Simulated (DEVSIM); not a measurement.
Device: GaP/Si n-p heterojunction, at 300 K.

| layer (left to right) | material | thickness (μm) | Nd (cm⁻³) | Na (cm⁻³) | τn (s) | τp (s) |
|---|---|---|---|---|---|---|
| 1 | GaP | 0.0670 | 1.4e16 | - | 2e-7 | 2e-7 |
| 2 | Si | 0.220 | - | 1.6e16 | 2e-7 | 2e-7 |

Left contact: ohmic. Right contact: ohmic. Voltage is applied to the left contact. Recombination: SRH at mid-gap, radiative, Auger. Mobility is constant in doping. Where it depends on doping, it is μmin + (μ − μmin)/(1 + (N/Nref)^α).

This is a model device: material constants are rounded textbook-type values typed into the input, and sizes, dopings and lifetimes were drawn at random. Values at 300 K. The table also holds parameters that only a changed run uses.

```csv
parameter,GaP,Si
gap (eV),2.26,1.124
affinity (eV),3.8,4.05
permittivity,11.1,11.7
Nc (cm⁻³),1.8e19,2.86e19
Nv (cm⁻³),1.9e19,3.1e19
μn (cm²/Vs),250,1417
μp (cm²/Vs),150,470
"μn,min",10,52
"μp,min",10,45
"Nref,n",4.4e18,9.7e16
"Nref,p",1e18,2.2e17
αn,0.8,0.68
αp,0.85,0.72
B (cm³/s),1e-13,4.7e-15
Cn (cm⁶/s),1e-30,2.8e-31
Cp (cm⁶/s),1e-30,9.9e-32
```

Simulated with DEVSIM: 1D drift-diffusion, Boltzmann statistics, complete ionisation; no tunnelling, impact ionisation, image-force lowering or self-heating. Band offsets follow the typed affinities; no thermionic-emission limit at abrupt steps, no polarisation charge.

Base results: dark forward voltage at 100 A/cm² (V) 0.753; largest field in the device at zero bias (V/cm) 59000; dark forward voltage at 1 A/cm² (V) 0.503; potential step across the device at zero bias (V) 0.993.

### Question
What follows from this one change: doping Nd of layer 1 1.4e+16 → 4.2e+14 cm^-3?

### Answer
dark forward voltage at 100 A/cm² 0.753 → 0.938 V; largest field in the device at zero bias 59000 → 54000 V/cm; dark forward voltage at 1 A/cm² 0.503 → 0.625 V; potential step across the device at zero bias 0.993 → 0.903 V.

### Question
What follows from this one change: thickness of layer 1 0.067 → 0.013 μm?

### Answer
dark forward voltage at 100 A/cm² 0.753 → 0.633 V; largest field in the device at zero bias 59000 → 120000 V/cm; dark forward voltage at 1 A/cm² 0.503 → 0.489 V; potential step across the device at zero bias little changed (0.993 V).

### Question
What follows from this one change: doping-dependent mobility in place of the constant one?

### Answer
dark forward voltage at 100 A/cm² 0.753 → 0.758 V; largest field in the device at zero bias little changed (59000 V/cm); dark forward voltage at 1 A/cm² 0.503 → 0.510 V; potential step across the device at zero bias little changed (0.993 V).
